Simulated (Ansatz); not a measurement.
Structures of equal composition on the (111)A surface of zinc-blende ZnSe (Zn plane on top): 2x2 Si adatom at H3; 2x2 Si adatom at T4. The slabs share one bottom face, and each structure is named by its start. These are constructed structures in small cells; real faces may alloy, dewet or reconstruct in larger ones, and not all known structures of the face are among them. Slabs of about 14 Å with all that they carry, Fermi-Dirac smearing of 0.025 eV. Bottom of the slabs: H caps. Relaxed from the named starts with such symmetry as they have, on meshes of like density; energies extrapolated to zero smearing; no spin-orbit coupling, no U. Spin-polarised runs, if any, are marked in brackets, and their order is one that fits the cell; the others ran without spin.

Host crystal: zinc-blende ZnSe, with a band gap (PBE, scalar-relativistic without spin-orbit coupling).

Level of theory: PBE (plane waves to 420 eV, PAW; Ansatz, a program for electronic structure).

Q: Put the candidates in order of energy per 1x1 cell, lowest first, for PBE.

A: 2x2 Si adatom at T4 (0.000 eV, gap 0.54 eV on the mesh), 2x2 Si adatom at H3 (0.135 eV, gap 0.37 eV on the mesh)
